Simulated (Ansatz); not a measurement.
Functionals compared on a constructed model of the (111) surface of fcc Ni, ferromagnetic, a pseudomorphic layer of Fe in the host's stacking (bottom of the slab: a bare face, its two planes held), in Ansatz (plane waves, PAW). The structure was relaxed with PBE; the other rows are single points on it. Cutoff 420 eV.

Slab: 7 atoms, 12.4 Å thick at the start; k 17x17x1, smearing 0.1 eV, dipole-corrected; 2 atoms held, the rest relaxed; symmetry of the start imposed; spin-polarised, ending with about 6.5 μB a cell; orders that need a larger cell were not tried, no spin-orbit, no U. In PBE it is, or lies within 0.01 eV a 1x1 cell of, the lowest of the 2 structures of its composition computed so far; larger cells were not tried. These notes are the PBE run's.

| functional | work function of the top face (eV) | magnetic moment of the cell (μB) | rough cost of the single point |
|---|---|---|---|
| PBE | 5.02 | 6.50 | – |
| RPBE | … | 6.59 | around 2.6 core-minutes (rough) |

**Question.** What belongs in the gaps?

**Answer.** 
- RPBE, work function of the top face (eV): 4.83

Ansatz is an electronic-structure program.
